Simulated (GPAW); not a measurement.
Energy against c/a at fixed volume: hcp Os (space group 194) (GPAW, PBEsol)

```yaml
crystal:
  lattice:
    - [2.75843, 0.00000, 0.00000]
    - [-1.37922, 2.38887, 0.00000]
    - [0.00000, 0.00000, 4.19039]
  atoms:
    - { symbol: Os, position: [0.66667, 0.33333, 0.75000] }
    - { symbol: Os, position: [0.33333, 0.66667, 0.25000] }
```

Computed with PBEsol, GPAW PAW datasets PBEsol (made by gpaw-setup) (plane waves; GPAW 25.7.0). Settings: mode = pw; ecut = 585 eV; xc = PBEsol; kpts = 28 28 16; mesh shift (steps) = 0 0 0; occupations.name = fermi-dirac; occupations.width = 0.05 eV; nbands = -6; convergence.density = 1e-06 e/electron; convergence.energy = 1e-06 eV/electron; symmetry.symmorphic = false; symmetry.tolerance = 0.0005; maxiter = 150. The cell above is the first row's. The rows change c/a at fixed volume. In all rows fractional positions and the k mesh are held. E is the free energy at the stated smearing, counted from the lowest row.

```
c/a     E (meV/atom)
------  ------------
1.5191             ?
1.5349         14.28
1.5508          5.77
1.5666          1.03
1.5824          0.00
1.5982          2.50
1.6141          8.49
1.6299         17.94
1.6457         30.73
```

The 8 complete rows are fitted with a cubic, E against c/a. With u = c/a - 1.59, the rows have u = -0.05510, -0.03920, -0.02340, -0.00760, 0.00820, 0.02410, 0.03990, 0.05570. Least squares gives E = 0.739 + 153.85·u + 7077.3·u² - 3142·u³. Residuals (row less fit): 0.006, -0.003, -0.024, 0.020, 0.025, -0.023, -0.005, 0.007; standard error 0.024 (degrees of freedom: 4). The fitted curve has its minimum at c/a = 1.58, where E = -0.09. To one more digit the minimum is at c/a = 1.579; the ideal close-packed ratio is 1.633.

Question: Estimate the missing E (c/a = 1.5191); what did the run itself give?

Answer: u = -0.07090, so E = 0.739 + 153.85 × (-0.07090) + 7077.3 × (-0.07090)² - 3142 × (-0.07090)³ = 26.527 meV/atom. The calculation gives 26.58 meV/atom, 0.053 meV/atom above the prediction (0.2 % of the range of E in the table). The row lies outside the fitted rows, so this is an extrapolation. From the scatter of the fitted rows alone, a prediction at this place has a standard error of 0.064 meV/atom, so the miss is 0.8 times that.

Carrying the step between the two nearest rows on in a straight line would have given 22.74, off by 3.84; series whose last step already gives the withheld value aren't shown. The reference cell has the volume at which an earlier scan in this program and functional put its minimum by a fit; axis ratios and inner coordinates come from a measured-size cell. The runs keep the symmetry of the cell, so they don't test it for distortions. The best c/a moves a little with volume. Spin polarisation is off. Spin-orbit coupling is off. In metals such curves are sensitive to mesh and smearing. Cutoffs and mesh are single choices, not tested for convergence of this quantity. Series with a scatter that would blur these digits, or in which a gap closes, are not shown. Strain series were run only where this level's volume lies within 10 % of a first guess from the measured size.
